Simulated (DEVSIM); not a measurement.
Device: Si p+/n-/n+ power diode, at 300 K.

Layer 1 from the left is Si, thickness (μm) 4.70, Na (cm⁻³) 2.1e18, τn (s) 2.9e-7, τp (s) 2.9e-7. Layer 2 from the left is Si, thickness (μm) 4.00, Nd (cm⁻³) 5.6e14, τn (s) 2.9e-7, τp (s) 8.7e-6. Layer 3 from the left is Si, thickness (μm) 1.40, Nd (cm⁻³) 3.2e18, τn (s) 2.9e-7, τp (s) 2.9e-7.

Left contact: ohmic. Right contact: ohmic. Voltage is applied to the left contact. Recombination: SRH at mid-gap. Mobility is constant in doping.

The device is made up for the run: typed textbook-type constants, with dimensions and the other settings drawn at random. Values at 300 K.

Si: gap (eV) 1.124, affinity (eV) 4.05, permittivity 11.7, Nc (cm⁻³) 2.86e19, Nv (cm⁻³) 3.1e19, μn (cm²/Vs) 1417, μp (cm²/Vs) 470.

Simulated with DEVSIM: 1D drift-diffusion, Boltzmann statistics, complete ionisation; no tunnelling, impact ionisation, image-force lowering or self-heating.

### Question
What does the simulation give for the potential step across the device at zero bias, the dark forward voltage at 100 A/cm²?

### Answer
potential step across the device at zero bias 0.998 V; dark forward voltage at 100 A/cm² 0.830 V.
